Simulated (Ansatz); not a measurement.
**The (111)A surface of zinc-blende CdTe (in the relaxation 2 Cd–O bonds formed; 2 Cd–Te bonds broke; like top atoms buckled by 0.5 Å), Cd-terminated, OH on every top atom (bottom of the slab: 2 H on 4 bottom sites)**

Level of theory: PBE (plane waves to 420 eV, PAW; Ansatz, a quantum-chemistry and plane-wave program).

Set-up: 42 atoms, 16.9 Å thick at the start with caps and adatoms; mesh 3x3x1; 0.025 eV smearing; dipole correction on; 8 atoms held, the rest relaxed; no symmetry held; no spin (no spin-polarised run to compare, though such a face may carry moments), no spin-orbit, no U. The slab shows no gap over 0.04 eV on its mesh. It is one candidate, not shown to be the stable structure of the face.

The work function of the top face comes out as 5.34 eV and the energy released by relaxation comes out as 1.89 eV. The cost is about 5 core-hours (a rough figure).
